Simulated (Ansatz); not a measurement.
The starting structures come from a database of crystals and need not be the phases stable at ambient conditions.

## Evanescent states of B$_{4}$C (R-3m, not sure to be the ambient phase, 15 atoms a cell, 7.4 Å³ an atom) along the normal of (001)

Computed with r2SCAN (plane waves, PAW; Ansatz, a quantum-chemistry and plane-wave program).

No gap correction and no spin-orbit coupling; mid-gap values are interpolated between computed energies.

Energies count from the valence-band top; κ is the least over a 6×6 mesh across the current.

```tsv
E (eV)	κ (1/Å)	where
0.05	0.064	off Γ
0.15	0.115	off Γ
0.25	0.148	off Γ
0.35	0.174	off Γ
0.45	0.194	off Γ
0.55	0.212	off Γ
0.65	0.228	off Γ
0.75	0.234	Γ
0.85	0.234	Γ
0.95	0.233	Γ
1.05	0.231	Γ
1.15	0.228	Γ
1.25	0.224	Γ
1.35	0.218	Γ
1.45	0.211	Γ
1.55	0.202	Γ
1.65	0.191	Γ
1.75	0.146	off Γ
```

**Question.** How thick must the barrier be to attenuate the transmission by 10^6 when the electrodes' Fermi level lies at 1.25 eV, and what attenuation does that film give at 0.15 eV?

**Answer.** d = 6 ln 10 / (2 × 0.224) = 30.8 Å. At 0.15 eV it gives 6 × 0.115/0.224 = 3.1 decades.
